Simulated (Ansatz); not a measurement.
The starting structures come from a database of crystals and need not be the phases stable at ambient conditions.

Tunnelling through a barrier is set by its complex band structure: the current falls as exp(−2κd) with the smallest κ.

Consider the following.

```yaml
crystal:
  lattice:
    - [3.78502, 0.00000, 0.00000]
    - [0.00000, 8.78803, 0.00000]
    - [0.00000, 0.00000, 13.81945]
  atoms:
    - { symbol: Sn, position: [0.25000, 0.33182, 0.55194] }
    - { symbol: Sn, position: [0.75000, 0.66818, 0.44806] }
    - { symbol: Sn, position: [0.75000, 0.16818, 0.05194] }
    - { symbol: Sn, position: [0.25000, 0.83182, 0.94806] }
    - { symbol: Sn, position: [0.25000, 0.99528, 0.33003] }
    - { symbol: Sn, position: [0.75000, 0.00472, 0.66997] }
    - { symbol: Sn, position: [0.75000, 0.50472, 0.83003] }
    - { symbol: Sn, position: [0.25000, 0.49528, 0.16997] }
    - { symbol: S, position: [0.25000, 0.48231, 0.39099] }
    - { symbol: S, position: [0.75000, 0.51769, 0.60901] }
    - { symbol: S, position: [0.75000, 0.01769, 0.89099] }
    - { symbol: S, position: [0.25000, 0.98231, 0.10901] }
    - { symbol: S, position: [0.25000, 0.84367, 0.50786] }
    - { symbol: S, position: [0.75000, 0.15633, 0.49214] }
    - { symbol: S, position: [0.75000, 0.65633, 0.00786] }
    - { symbol: S, position: [0.25000, 0.34367, 0.99214] }
    - { symbol: S, position: [0.25000, 0.20735, 0.71543] }
    - { symbol: S, position: [0.75000, 0.79265, 0.28457] }
    - { symbol: S, position: [0.75000, 0.29265, 0.21543] }
    - { symbol: S, position: [0.25000, 0.70735, 0.78457] }
```

Space group of this cell: Pnma. The cell was relaxed by PBE-D3(BJ); by r2SCAN its mean pressure is 0.7 GPa.

Transport runs along the normal of the first two printed cell vectors.

The gap is the functional's own. No spin-orbit coupling. Mid-gap values are interpolated on the energy grid.

Task: State the band gap and the smallest decay constant κ at mid-gap according to r2SCAN run with Ansatz (a quantum-chemistry and plane-wave program).

Result: Gap 0.66 eV on a 8×4×4 mesh; κ = 0.149 1/Å, at the zone centre.
